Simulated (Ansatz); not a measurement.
The reference is RbCl in the CsCl type structure (space group Pm-3m, No. 221; a = 3.8869 Å; a model cell). Axes: x, y, z lie along the cube axes.

All numbers come from PBEsol, PAW, 420 eV (Ansatz, a program for electronic structure; no spin-orbit coupling).

Base values:

- Band gap = 4.94 eV
- Volume per atom = 29.36 Å³

One thing is altered: biaxial strain +1.70 %, plane normal [001], relaxed out of plane (Cartesian); in-plane vectors clamped, the third vector and the atoms free.

Problem. What happens to the band gap, volume per atom and in-plane stress?

Solution. The band gap shrinks by 0.19 eV (4.94 eV → 4.75 eV); the volume per atom rises by 0.844 Å³, from 29.36 Å³ to 30.21 Å³; the mean in-plane stress (compression positive) amounts to -0.8 GPa.

Semilocal Kohn–Sham gaps tend to fall short of experiment. Whether these cells are dynamically stable was not tested. This is not the structure that RbCl has at room temperature and ambient pressure.
